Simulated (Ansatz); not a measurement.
# LuN in the CsCl type structure (space group Pm-3m, No. 221; a hypothetical phase, not in the database extracts checked)

```cif
data_LuN
_chemical_formula_sum 'Lu1 N1'
_space_group_name_H-M_alt 'Pm-3m'
_space_group_IT_number 221
_space_group_name_Hall '-P 4 2 3'
_cell_length_a 2.89365
_cell_length_b 2.89365
_cell_length_c 2.89365
_cell_angle_alpha 90.000
_cell_angle_beta 90.000
_cell_angle_gamma 90.000
loop_
_atom_site_label
_atom_site_type_symbol
_atom_site_symmetry_multiplicity
_atom_site_Wyckoff_symbol
_atom_site_fract_x
_atom_site_fract_y
_atom_site_fract_z
_atom_site_occupancy
Lu1 Lu 1 a 0.00000 0.00000 0.00000 1
N1 N 1 b 0.50000 0.50000 0.50000 1
```

Calculations: PBEsol (Ansatz, a first-principles code, PAW, no spin-orbit coupling). Γ-centred 16×16×16 mesh, Fermi–Dirac width 0.05 eV.

| Item | Value |
|---|---|
| Volume per atom | 12.11 Å³ |
| Density | 12.95 g/cm³ |
| Band gap | zero |
| Total energy | -7495.890 eV/atom (σ→0; compares only within this code and set-up) |

No phonon test of stability was made. The final runs are not spin-polarised. The zero or small gap of LuN can change with the level of theory.
